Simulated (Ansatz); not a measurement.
**A constructed model of the (111) surface of fcc Au, (√3x√3)R30° surface alloy, Mn on one Au site of the top plane (bottom of the slab: a bare face, its two planes held)**

These are PBE (plane waves to 420 eV, PAW; Ansatz, a program for electronic structure) values and carry that method's errors.

Set-up: 18 atoms, 12.0 Å thick at the start; mesh 9x9x1; 0.1 eV smearing; dipole correction on; 6 atoms held, the rest relaxed; start symmetry kept, larger cells not searched; spin-polarised, ending with about 4.4 μB a cell; orders that need a larger cell were not tried, no spin-orbit, no U. It is one candidate, not shown to be the stable structure of the face.

- work function of the top face = 4.93 eV
- energy released by relaxation = 0.030 eV
- magnetic moment of the cell = 4.44 μB
- cost = around 14 core-minutes (rough)
